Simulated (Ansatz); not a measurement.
## Sr under a change: Sr → Mg

The reference is Sr in the fcc (Cu type) structure (space group Fm-3m, No. 225; a = 5.923 Å).

The change: every Sr is replaced by Mg, then cell and atoms are relaxed.

Calculations: Ansatz (an electronic-structure program), PBEsol, PAW, cutoff 420 eV, scalar-relativistic without spin-orbit coupling, earlier PAW set. Settings: 18×18×18 k-points, 0.05 eV Fermi–Dirac smearing, for the changed cell.

```tsv
quantity	base	changed	shift
volume per atom	51.94 Å³	22.68 Å³	-29.26 Å³
density	2.80 g/cm³	1.78 g/cm³	-1.02 g/cm³
space group	Fm-3m (No. 225)	Fm-3m (No. 225)	–
shortest interatomic distance	7.914 bohr	6.004 bohr	-1.910 bohr
band gap	zero	zero	–
```

Stability against distortions was not tested. For Mg in this form, whether it has been made was not checked. This is not the structure that Mg has at room temperature and ambient pressure.
